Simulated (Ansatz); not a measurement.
The starting structures come from a database of crystals and need not be the phases stable at ambient conditions.

 Where the default PAW files enter, the runs use the earlier of Ansatz's two default sets.

Consider the following.

```yaml
crystal:
  lattice:
    - [4.22178, 0.00000, 0.00000]
    - [1.57213, 3.93090, 0.00000]
    - [0.00000, 0.00000, 7.40480]
  atoms:
    - { symbol: Ag, position: [0.88611, 0.89597, 0.25000] }
    - { symbol: Ag, position: [0.11389, 0.10403, 0.75000] }
    - { symbol: Ag, position: [0.50000, 0.50000, 0.00000] }
    - { symbol: Ag, position: [0.50000, 0.50000, 0.50000] }
    - { symbol: S, position: [0.27249, 0.28478, 0.25000] }
    - { symbol: S, position: [0.72751, 0.71522, 0.75000] }
```

Space group of this cell: P2_1/m. The cell is taken as given; by PBEsol its mean pressure is -3.1 GPa.

Transport runs along the normal of the first two printed cell vectors.

The gap is the functional's own, uncorrected, and κ follows it; spin-orbit coupling is left out. Mid-gap values are interpolated between the computed energies.

Question: State the band gap and the smallest decay constant κ at mid-gap according to Ansatz (a first-principles code) with PBEsol.

Answer: Gap 1.10 eV on a 8×8×4 mesh; κ = 0.197 1/Å, at (0.500, 0.000) of the in-plane reciprocal vectors. At the zone centre, at the nearest computed energy, the slowest state has κ = 0.25 1/Å.
